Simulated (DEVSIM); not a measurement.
Structure: Schottky contact on n-type Si, at 300 K.

Layer 1 from the left is Si, thickness (μm) 20.0, Nd (cm⁻³) 1.4e16, τn (s) 3.5e-7, τp (s) 3.5e-7.

Left contact: Schottky, work function 4.71 eV, emission velocity 5.2e6 cm/s. Right contact: ohmic. Voltage is applied to the left contact. Recombination: SRH at mid-gap. Mobility is μmin + (μ − μmin)/(1 + (N/Nref)^α).

Constants are typed, rounded textbook-type inputs, not results; the design itself was drawn at random and stands for no fabricated device. Values at 300 K.

Si: gap (eV) 1.124, affinity (eV) 4.05, permittivity 11.7, Nc (cm⁻³) 2.86e19, Nv (cm⁻³) 3.1e19, μn (cm²/Vs) 1417, μp (cm²/Vs) 470, μn,min 52, μp,min 45, Nref,n 9.7e16, Nref,p 2.2e17, αn 0.68, αp 0.72.

Q: Estimate by hand the built-in potential, the peak field at zero bias, the capacitance at -3 V, and compare with a numerical solution.

A: 
- Built-in potential: barrier φB = 0.660 eV; Vbi = φB − kT/q ln(N_band/N) = 0.463 V; numerical 0.463 V.
- Peak field at zero bias: depletion approximation: W = √(2εVbi/(qN)) = 0.207 μm with N = 1.40e16 cm⁻³; field = 2Vbi/W = 44800 V/cm; numerical 43400 V/cm (estimate above by 3.2 %).
- Capacitance at -3 V: C = √(qεN / 2(Vbi + |V|)) = 18.3 nF/cm²; numerical 18.4 nF/cm².

Simulated with DEVSIM: 1D drift-diffusion, Boltzmann statistics, complete ionisation; no tunnelling, impact ionisation, image-force lowering or self-heating. Metal contacts follow the ideal Schottky-Mott rule: no Fermi-level pinning, no interface dipoles.
